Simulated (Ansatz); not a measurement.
The reference is Sc in the hcp (Mg type) structure (space group P6_3/mmc, No. 194; a = 3.318 Å, c = 5.186 Å; relaxed with 0.1 eV smearing).

All numbers come from PBE/PAW in Ansatz (a quantum-chemistry and plane-wave program), no spin-orbit coupling.

For the base:

* **Band gap**: zero
* **Pressure**: 0.0 GPa

It is then changed as follows: the cell is scaled by 1.0250 in all directions, atoms relaxed at fixed cell.

Question: What does the calculation give for the band gap, energy relative to the base and pressure after the change?

Answer: The band gap stays zero; the energy increases by 22 meV/atom; the pressure (mean of the normal stresses, compression positive) goes from zero to -3.5 GPa.

The cells carry an imposed strain or load. Whether these cells are dynamically stable was not tested. All final runs are without spin polarisation.
